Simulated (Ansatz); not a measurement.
We consider AuC (model structure, P-6m2, No. 187, 2 atoms in the cell), described by LDA (Ansatz, a first-principles code, plane waves, PAW).

Settings: plane-wave cutoff 520 eV, 24×24×18 k mesh (along the axes of the cell as run), Fermi–Dirac smearing 0.05 eV, scalar-relativistic PAW data made under PBE.

Cell (relaxed at this level):

```xyz
2
Lattice="3.1427 0.0000 0.0000 -1.5714 2.7217 0.0000 0.0000 0.0000 2.8753" Properties=species:S:1:pos:R:3 pbc="T T T"
Au     0.0000     0.0000     0.0000
C      0.0000     1.8145     1.4377
```

Task: Estimate the bulk modulus B0 that the calculation returns.

Result: 
bulk modulus B0: 171 GPa

The run finds no gap.

Note: the bulk modulus is −V dP/dV from two relaxed cells at ±2 % in volume; the relaxation could raise the start's symmetry but not lower it, so the cell can be a saddle point.

Spin–orbit coupling is not included; it can open a gap where bands touch, and shift volumes and moduli.

The computed numbers hold no vibrational or temperature effects.

Cost on a shared machine: very roughly 100 core-seconds.

A model structure was made by putting elements into a prototype or built by hand; it is no filed structure, need not be a known phase, and can be a saddle point held by its symmetry.
